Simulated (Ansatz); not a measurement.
The starting structures come from a database of crystals and need not be the phases stable at ambient conditions.

By PBEsol, the system below comes out a metal.

A figure of merit of an interconnect metal is its ballistic conductance per area.

Given:

```
CELL_PARAMETERS angstrom
      3.05347     0.00000     0.00000
      0.00000     3.05347     0.00000
      0.00000     0.00000     3.42502
ATOMIC_POSITIONS crystal
  Nb 0.00000 0.00000 0.00000
  Ru 0.50000 0.50000 0.50000
```

The cell is taken as given; by PBEsol it stands under a pressure of -7.5 GPa.

The current flows along the normal of the first two printed cell vectors, the (001) plane of the conventional cell. No spin-orbit coupling; the value is a mean over 0.1 eV about the Fermi level.

**Question.** Give the ballistic conductance per area that PBEsol run with Ansatz (a quantum-chemistry and plane-wave program) yields.

**Answer.** 1.4 × 10¹⁵ S/m² for both spins.
